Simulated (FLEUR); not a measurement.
A self-consistent single point of Ga3P (I4/mmm, 4 atoms in the cell) with FLEUR.

Level of theory: LDA (Perdew-Zunger), all-electron FLAPW (FLEUR), scalar-relativistic valence run with FLEUR.

```xyz
4
Lattice="-1.8830 1.8830 5.1931 1.8830 -1.8830 5.1931 1.8830 1.8830 -5.1931" Properties=species:S:1:pos:R:3 pbc="T T T"
Ga     0.0000     1.8830     2.5965
Ga     1.8830     0.0000     2.5965
Ga     0.0000     0.0000     5.1931
P      0.0000     0.0000     0.0000
```

Reference input (self-consistent single point, DFT, PBEsol, all-electron FLAPW (FLEUR), scalar-relativistic valence): Kmax = 4.3 1/bohr; GmaxXC = 17.2 1/bohr; xcFunctional = PBEs; jspins = 1; l_soc = F; mode = hist; fermiSmearingEnergy = 0.00367493 Htr; mesh (inpgen div1-3) = 8 8 8; inpgen gamma flag = true; Gmax = 17.2 1/bohr; numbands = 0; maxIterBroyd = 99. This run's input differs from it in these lines:

```diff
@@ -16,3 +16,3 @@
 &comp jspins=1 /
-&exco xctyp='PBEs' /
+&exco xctyp='pz' /
 &kpt div1=8 div2=8 div3=8 gamma=t /
@@ -29,3 +29,3 @@
       <coreElectrons ctail="T" frcor="F" kcrel="0" coretail_lmax="0"/>
-      <xcFunctional name="PBEs" relativisticCorrections="F"/>
+      <xcFunctional name="pz" relativisticCorrections="F"/>
       <magnetism jspins="1"/>
```

Log, with long lists cut:

```
 Iteration:     1   Distance:       4.90032965 me/bohr^3
 Iteration:     2   Distance:       4.28716604 me/bohr^3
 Iteration:     3   Distance:       2.39151729 me/bohr^3
 Iteration:     4   Distance:       0.81233324 me/bohr^3
 Iteration:     5   Distance:       0.59085122 me/bohr^3
   [... 7 lines left out ...]
 Iteration:    13   Distance:       0.00110110 me/bohr^3
 Iteration:    14   Distance:       0.00014270 me/bohr^3
 Iteration:    15   Distance:       0.00005076 me/bohr^3
 Iteration:    16   Distance:       0.00000677 me/bohr^3
 Run finished successfully
 Stop message:
   Structural relaxation: Done

[file out, last iteration]
             iter=     17
[...]
          total density-effective poten   -9.8044477482E+03
          total charge density-energy d   -2.4053726139E+02
 Updated energy parameters for spin:           1
[...]
 fermi energy and band-weighting factors:
    0.660406    0.660406

[...]
FERMIE:
          first approx. to ef    (T=0)  :   0.257090 htr   (energy of the highest occ. eigenvalue)
          number of occ. states  (T=0)  :       1295
          first approx. to seigv (T=0)  :  -7.708114 htr
          sum of weights of occ. states :  22.003906
          sum of semicore charge        :   0.000000 e
FERHIS:  Fermi-Energy by histogram:
          bandgap                     :   0.000439 htr
   [... lines left out ...]
          charge neutrality (T=0)     :   0.007812    (zero if the highest occ. eigenvalue is "entirely" occupied)
     EF_NEWTON:  Adjust Fermi-Energy by Newton-Method.
 Direct bandgap for spin            1 :    1.0627900265967022E-002  Htr
 ---->    free energy=                     -6164.9776907604 htr
   [... lines left out ...]
 TOTAL FORCE FOR ATOM TYPE=  1  X=  3.558   Y=  0.000   Z= -4.907
                       FX_TOT= 0.000000 FY_TOT= 0.000000 FZ_TOT= 0.000000
 TOTAL FORCE FOR ATOM TYPE=  2  X=  0.000   Y=  0.000   Z=  9.813
                       FX_TOT= 0.000000 FY_TOT= 0.000000 FZ_TOT= 0.000000
 TOTAL FORCE FOR ATOM TYPE=  3  X=  0.000   Y=  0.000   Z=  0.000
                       FX_TOT= 0.000000 FY_TOT= 0.000000 FZ_TOT= 0.000000
 Structural relaxation: Done
```

The run converged in 16 iterations. FLEUR gives forces in its relaxation mode, with a further iteration, so its stop message speaks of a relaxation. 

The starting cell comes from a database of computed structures (which also holds hypothetical and non-ambient phases and stackings), without a prior relaxation at this level. Values depend on the basis (sphere radii, cutoffs, local orbitals), which need not be converged. No gap is read from this output. The log's line on a gap gives a spacing of levels on this mesh, which the program prints for metals too.

Cost on one core of a shared machine: roughly 4 min.
